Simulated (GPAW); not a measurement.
Input and output of a self-consistent single point for CdPd₃ (R-3m, 4 atoms in the cell) (GPAW)

Method of the run: LDA (Perdew-Wang 92), GPAW PAW datasets LDA (gpaw-data 1.0.1) (plane waves; GPAW).

This input was run:

```python
from ase import Atoms
from ase.units import GPa
from gpaw import GPAW, PW

atoms = Atoms(['Cd', 'Pd', 'Pd', 'Pd'],
              cell=[[1.440645, 0.831757, 8.910267],
                    [-1.440645, 0.831757, 8.910267],
                    [0.000000, -1.663513, 8.910267]],
              scaled_positions=[[0.000000, 0.000000, 0.000000],
                                [0.249383, 0.249383, 0.249383],
                                [0.750617, 0.750617, 0.750617],
                                [0.500000, 0.500000, 0.500000]],
              pbc=True)

calc = GPAW(mode=PW(600),
            xc='LDA',
            kpts=(7, 7, 7),
            occupations={'name': 'methfessel-paxton', 'width': 0.2, 'order': 0},
            nbands=-12,
            convergence={'density': 1e-05, 'energy': 1e-05},
            symmetry={'symmorphic': False, 'tolerance': 0.0005},
            maxiter=120)

atoms.calc = calc

energy = atoms.get_potential_energy()
print('Energy (eV):', round(energy, 6))
forces = atoms.get_forces()
print('Forces (eV/Ang):')
print(forces.round(5))
stress = atoms.get_stress()
print('Stress (GPa, Voigt):', (stress / GPa).round(4))
```

Log, with long lists cut:

```
Input parameters:
  convergence: {density: 1e-05,
                energy: 1e-05}
  kpts: [7 7 7]
  maxiter: 120
  mode: {ecut: 600.0,
         name: pw}
  nbands: -12
  occupations: {name: methfessel-paxton,
                order: 0,
                width: 0.2}
  symmetry: {symmorphic: False,
             tolerance: 0.0005}

species:
  Cd:
    name: Cadmium
    Z: 48.0
    valence: 12
    core: 36
    charge: 0.0
    file: Cd.LDA.gz

    # Using partial waves for Cd as LCAO basis

  Pd:
    name: Palladium
    Z: 46.0
    valence: 16
    core: 30
    charge: 0.0
    file: Pd.LDA.gz

    # Using partial waves for Pd as LCAO basis

Reference energy: -563330.200945  # eV

Spin-paired calculation

Convergence criteria:
 Maximum [total energy] change in last 3 cyles: 1e-05 eV / valence electron
 Maximum integral of absolute [dens]ity change: 1e-05 electrons / valence electron
 Maximum integral of absolute [eigenst]ate change: 4e-08 eV^2 / valence electron
 Maximum number of scf [iter]ations: 120

Symmetries present (total): 12
Symmetries with fractional translations: 0
343 k-points: 7 x 7 x 7 Monkhorst-Pack grid
44 k-points in the irreducible part of the Brillouin zone
       k-points in crystal coordinates                weights
   0:     0.00000000    0.00000000    0.00000000          1/343
   1:     0.14285714    0.00000000   -0.14285714          6/343
   2:     0.14285714    0.00000000    0.00000000          6/343
   [... 7 lines left out ...]
          ...
  43:     0.42857143    0.42857143    0.42857143          2/343

Wave functions: Plane wave expansion
  Cutoff energy: 600.000 eV
  Number of coefficients (min, max): 2093, 2150
  Pulay-stress correction: 0.000000 eV/Ang^3 (de/decut=0.000000)

Occupation numbers: Methfessel-Paxton:
  width: 0.2000  # eV
  order: 0

Eigensolver

Densities:
  Coarse grid: 54*54*54 grid
  Fine grid: 108*108*108 grid
  Total Charge: 0.000000

Density mixing:
  Method: separate
  Backend: pulay
  Linear mixing parameter: 0.05
  old densities: 5
  Damping of long wavelength oscillations: 50

Hamiltonian:
  XC and Coulomb potentials evaluated on a 108*108*108 grid
  External potential:
    NoExternalPotential

Number of atoms: 4
Number of atomic orbitals: 45
Number of bands in calculation: 42
Number of valence electrons: 60
Bands to converge: occupied

Density initialized from atomic densities
  42 bands from LCAO basis set

Atomic positions and initial magnetic moments

Positions:
   0 Cd     0.000000    0.000000    0.000000    ( 0.0000,  0.0000,  0.0000)
   1 Pd    -0.000000    0.000000    6.666207    ( 0.0000,  0.0000,  0.0000)
   2 Pd     0.000000    0.000001   20.064594    ( 0.0000,  0.0000,  0.0000)
   3 Pd     0.000000    0.000000   13.365400    ( 0.0000,  0.0000,  0.0000)

Unit cell:
           periodic     x           y           z      points  spacing
  1. axis:    yes    1.440645    0.831757    8.910267    54     0.0460
  2. axis:    yes   -1.440645    0.831757    8.910267    54     0.0460
  3. axis:    yes    0.000000   -1.663513    8.910267    54     0.0460

  Lengths:   9.064223   9.064223   9.064223
  Angles:   18.290460  18.290460  18.290462

Effective grid spacing dv^(1/3) = 0.0741

     iter     time        total  log10-change:
                         energy   eigst   dens
iter:   1 --:--:--   -21.679852
iter:   2 --:--:--   -20.563436   -1.60  -1.23
iter:   3 --:--:--   -18.464595   -1.19  -1.28
iter:   4 --:--:--   -18.236766   -1.40  -1.55
iter:   5 --:--:--   -17.920380   -2.15  -1.83
iter:   6 --:--:--   -17.995615   -2.09  -1.93
iter:   7 --:--:--   -17.860190   -2.57  -2.03
iter:   8 --:--:--   -17.843426   -2.96  -2.47
iter:   9 --:--:--   -17.841877   -4.47  -2.82
iter:  10 --:--:--   -17.840755   -4.69  -2.96
iter:  11 --:--:--   -17.840642   -4.46  -3.10
iter:  12 --:--:--   -17.840234c  -5.02  -3.40
iter:  13 --:--:--   -17.840206c  -5.88  -3.63
iter:  14 --:--:--   -17.840072c  -5.59  -3.66
iter:  15 --:--:--   -17.840084c  -6.54  -3.94
iter:  16 --:--:--   -17.840102c  -6.74  -4.03
iter:  17 --:--:--   -17.840090c  -6.98  -4.07
iter:  18 --:--:--   -17.840075c  -6.91  -4.11
iter:  19 --:--:--   -17.840075c  -7.96c -4.78
iter:  20 --:--:--   -17.840076c  -8.79c -4.93
iter:  21 --:--:--   -17.840080c  -8.20c -4.96
iter:  22 --:--:--   -17.840079c  -9.40c -5.11c

Converged after 22 iterations.

Dipole moment: (0.000000, -0.000000, 0.000000) |e|*Ang

Energy contributions relative to reference atoms: (reference = -563330.200945)

Kinetic:        -13.172699
Potential:       +0.880163
External:        +0.000000
XC:              -4.935302
Entropy (-ST):   -0.084294
Local:           -0.570094
SIC:             +0.000000
--------------------------
Free energy:    -17.882227
Extrapolated:   -17.840079

Showing only first 2 kpts
 Kpt  Band  Eigenvalues  Occupancy
  0    28      7.43086    2.00000
  0    29      7.43087    2.00000
  0    30      8.34155    1.93818
  0    31      8.34159    1.93814

  1    28      7.85297    2.00000
  1    29      8.00834    1.99998
  1    30      8.15902    1.99841
  1    31      8.56666    1.21730

Fermi level: 8.60566

No gap
No difference between direct/indirect transitions
Energy (eV): -17.840079

Forces in eV/Ang:
  0 Cd    0.00000    0.00000   -0.00000
  1 Pd    0.00000   -0.00000   -0.04199
  2 Pd   -0.00000    0.00000    0.04199
  3 Pd    0.00000   -0.00000    0.00000

Stress tensor:
     0.062864     0.000000     0.000000
     0.000000     0.062864    -0.000000
     0.000000    -0.000000     0.056454
Stress (GPa, Voigt): [10.0719 10.0719  9.0449 -0.      0.      0.    ]
```

The run converged in 22 iterations. GPAW prints stress with tension positive.

The starting cell comes from a database of computed structures (which also holds hypothetical and non-ambient phases and stackings), without a prior relaxation at this level. Its lattice was rescaled by a random factor within 2.5 % of one. Spin polarisation is off. With a pressure of about -10 GPa the cell is away from its equilibrium volume at this level.

Cost on one core of a shared machine: roughly 20 min.
